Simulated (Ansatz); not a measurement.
SiC under load (space group Imm2), r2SCAN with spin-orbit coupling, rigid bands (Ansatz, a quantum-chemistry and plane-wave program). Condition of this run: uniaxial stress along [110] of 2 GPa (compression positive) (the target of the relaxation). Band gap 1.67 eV, N_c = 1.05e19 cm⁻³ and N_v = 6.60e19 cm⁻³ at 300 K, conductivity masses along y (a = (0.00, 2.17, 2.18) Å; b = (2.17, 0.00, 2.18) Å; c = (2.17, 2.17, 0.00) Å) of 0.323 mₑ (electrons) and 0.659 mₑ (holes). Take k_BT = 0.02585 eV.

Task: What thermal injection velocity √(2k_BT/πm) limits a ballistic channel along the direction named?

Result: 9.47e6 cm/s for electrons and 6.63e6 cm/s for holes, a ratio of √(m_h/m_e) = 1.43, for dilute carriers.

Task: What built-in voltage has an abrupt junction with N_A = 1e17 and N_D = 1e18 cm⁻³, all dopants ionised?

Result: V_bi = E_g/e − (k_BT/e) ln(N_c N_v/(N_A N_D)) = 1.67 − 0.02585 × 8.84 = 1.44 V, for the computed gap.

Task: Find the intrinsic carrier density and the intrinsic Fermi level.

Result: n_i = √(N_c N_v) exp(−E_g/2k_BT) = 2.63e19 × exp(−32.30) = 2.5e5 cm⁻³. The level lies (k_BT/2) ln(N_v/N_c) = 24 meV from mid-gap (positive towards the conduction band). Each 0.1 eV added to the gap lowers n_i by a factor of 6.9.

Rigid bands with the computed gap; masses take one relaxation time for all states.
